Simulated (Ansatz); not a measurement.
Take CdS in the zinc blende structure (space group F-43m, No. 216; a = 5.757 Å) as the base. Axes: x, y, z lie along the cube axes.

Structures relaxed with LDA (Ansatz, a quantum-chemistry and plane-wave program), no spin-orbit coupling.

Base:

Simulated powder pattern, Cu Kα, λ = 1.54184 Å (kinematic, ideal powder, no thermal factors, no anomalous dispersion; the 10 strongest lines at most, above 2 %, up to 2θ = 90°):

| 2θ (°) | I/Imax (%) | hkl |
|---|---|---|
| 26.82 | 100 | (111) |
| 31.07 | 24 | (200) |
| 44.52 | 56 | (220) |
| 52.74 | 44 | (311) |
| 55.28 | 6.2 | (222) |
| 64.78 | 8.6 | (400) |
| 71.43 | 17 | (331) |
| 73.58 | 7.6 | (420) |
| 82.00 | 18 | (422) |
| 88.19 | 13 | (511) |

After one change:

Simulated powder pattern, Cu Kα, λ = 1.54184 Å (kinematic, ideal powder, no thermal factors, no anomalous dispersion; the 10 strongest lines at most, above 2 %, up to 2θ = 90°):

| 2θ (°) | I/Imax (%) |
|---|---|
| 26.57 | 100 |
| 27.09 | 100 |
| 31.08 | 47 |
| 43.86 | 19 |
| 44.52 | 74 |
| 45.20 | 18 |
| 52.31 | 30 |
| 52.59 | 16 |
| 52.89 | 13 |
| 53.20 | 28 |

### Question
Which of these changes matches the shifts?
A) tensor shear ε_xy = +0.86 %
B) tensor shear ε_xy = +2.00 %
C) tensor shear ε_xy = +0.29 %
D) tensor shear ε_xy = +1.43 %

### Answer
D, tensor shear ε_xy = +1.43 %. Its volume per atom is 23.84 Å³ against 23.85 Å³, and its space group is Imm2 (No. 44).

The cells carry an imposed strain or load. No phonon test of stability was made.
